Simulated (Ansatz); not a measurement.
## HfO2: response to strain

Take HfO₂ in the fluorite structure (space group Fm-3m, No. 225) as the base.

```xyz
3
Lattice="0.0000 2.5292 2.5292 2.5292 0.0000 2.5292 2.5292 2.5292 0.0000" Properties=species:S:1:pos:R:3 pbc="T T T"
Hf     0.0000     0.0000     0.0000
O      1.2646     1.2646     1.2646
O      3.7938     3.7938     3.7938
```

Cartesian axes are those of the cell as printed.

Strains are applied to the cell and any free atomic positions relax.

Computed with r2SCAN/PAW in Ansatz (a quantum-chemistry and plane-wave program), without spin-orbit coupling.

Candidates:
(a) isotropic strain +2.45 %
(b) uniaxial strain ε_yy = +3.74 %
(c) tensor shear ε_yz = −3.62 %

For the base:

```
Quantity    Value
--------  -------
Band gap  4.30 eV
```

Order them by band gap, highest first.

(c) tensor shear ε_yz = −3.62 % (4.31 eV), (a) isotropic strain +2.45 % (4.10 eV), (b) uniaxial strain ε_yy = +3.74 % (3.93 eV)

With Hf present, leaving out spin-orbit coupling can change the band edges. No phonon test of stability was made. This is not the structure that HfO2 has at room temperature and ambient pressure.
